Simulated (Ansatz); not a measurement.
Li2Se: energy against volume

Li2Se (antifluorite, Fm-3m, 18.057 Å³/atom and stress up to 0.01 GPa in the relaxed cell, cube axes along x, y and z) under hydrostatic pressure, with the cell free. PBE in Ansatz, a plane-wave DFT program (PAW, default set), 420 eV, 10×10×10 Γ-centred mesh, Fermi-Dirac smearing 0.05 eV; ions are relaxed, or left where forces stay under 0.02 eV/Å, within the symmetry of each cell.

Here V stands for volume and E for E less E0.

```
volume (Å³/atom)  E less E0 (meV/atom)  pressure (GPa)
----------------  --------------------  --------------
19.3149                           8.25           -1.99
18.6323                           1.83           -0.99
18.0567                           0.00            0.00
17.8998                           0.15            0.30
17.6997                           0.77            0.70
17.3293                           3.30            1.50
16.7228                              ?               ?
```

Taking the third-order Birch-Murnaghan form, a cubic in V^(-2/3) for E over the 6 complete rows: With u = V^(-2/3) - 0.145, the rows have u = -0.006088, -0.002716, 0.000292, 0.001140, 0.002239, 0.004330. Least squares gives E = 0.018 - 116.6·u + 202375·u² - 92477·u³. Residuals (row less fit): 0.000, 0.001, -0.001, 0.002, 0.000, 0.000; standard error 0.002 (degrees of freedom: 2). Its minimum lies at u = 0.000288, so V0 = (0.145288)^(-3/2) = 18.06. There d²E/du² = 404600 and d³E/du³ = -554900, so B0 = (4/9) × 18.06^(-7/3) × 404600 × 0.160218 = 33.7 GPa (the last factor turns the table's units into GPa), and B0' = 4 + (2/3) × 0.145288 × (-554900)/404600 = 3.9. B0' rests on the cubic coefficient alone and has a standard error of 0.1 from these residuals.

**Question.** What does the fit predict for E at V = 16.7228, and how far is the calculated value from it?

**Answer.** u = 0.007919, so E = 0.018 - 116.6 × 0.007919 + 202375 × 0.007919² - 92477 × 0.007919³ = 11.740 meV/atom. The calculation gives 11.75 meV/atom, 0.010 meV/atom above the prediction (0.1 % of the range of E in the table). The row lies outside the fitted rows, so this is an extrapolation. The scatter of the fitted rows lies at the last printed digit.

Other structures, which can take over under pressure, weren't tried. The same form fitted to the pressure column gives B0' = 3.9; series where the two differ by over 0.4 aren't shown. Rows are the converged runs of the series near zero and its far end, less any whose ions stayed unrelaxed beside relaxed ones; series whose fitted rows scatter by over a few per cent of the range, as at a crossing or softening among them, aren't shown in this form.
